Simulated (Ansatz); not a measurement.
This Ansatz (a first-principles code) input is the reference run, AlAs in the zinc blende structure (space group F-43m, No. 216), computed with PBEsol (Ansatz), spin-orbit coupling left out, earlier PAW set:

Ansatz 0.2 input:
```yaml
crystal:
  lattice:
    - [0, 2.8371291431, 2.8371291431]
    - [2.8371291431, 0, 2.8371291431]
    - [2.8371291431, 2.8371291431, 0]
  atoms:
    - { symbol: As, position: [0.75, 0.75, 0.75] }
    - { symbol: Al, position: [0, 0, 0] }
basis: { ecutwfc: 420, ecutrho_ratio: 4, xc_grid: 2, fft_grid_basis: typed }
kpoints: { mp_grid: { grid: [10, 10, 10] } }
hamiltonian:
  xc: pbesol
  dispersion: none
  pseudopotentials: { azcp: { folder: ./paw }, kind: paw }
scf: { occupations: { method: fermi_dirac, width: 0.05 }, convergence: { dr2_threshold: 0.0000000002 } }
output: { forces: true, stress: true }
checkpoint: { write: state.ck, write_every: 1000 }
```

Question: Write the input for this change: an isotropic linear strain of −2.97 %; the atoms relax in the strained cell.

Answer: 
Ansatz 0.2 input:
```yaml
crystal:
  lattice:
    - [0, 2.7528664075, 2.7528664075]
    - [2.7528664075, 0, 2.7528664075]
    - [2.7528664075, 2.7528664075, 0]
  atoms:
    - { symbol: As, position: [0.75, 0.75, 0.75] }
    - { symbol: Al, position: [0, 0, 0] }
basis: { ecutwfc: 420, ecutrho_ratio: 4, xc_grid: 2, fft_grid_basis: typed }
kpoints: { mp_grid: { grid: [10, 10, 10] } }
hamiltonian:
  xc: pbesol
  dispersion: none
  pseudopotentials: { azcp: { folder: ./paw }, kind: paw }
scf: { occupations: { method: fermi_dirac, width: 0.05 }, convergence: { dr2_threshold: 0.0000000002 } }
relax: { f_tol: 0.005, max_steps: 50 }
output: { forces: true, stress: true }
checkpoint: { write: state.ck, write_every: 1000 }
```
This is the input that was run.

No phonon test of stability was made.
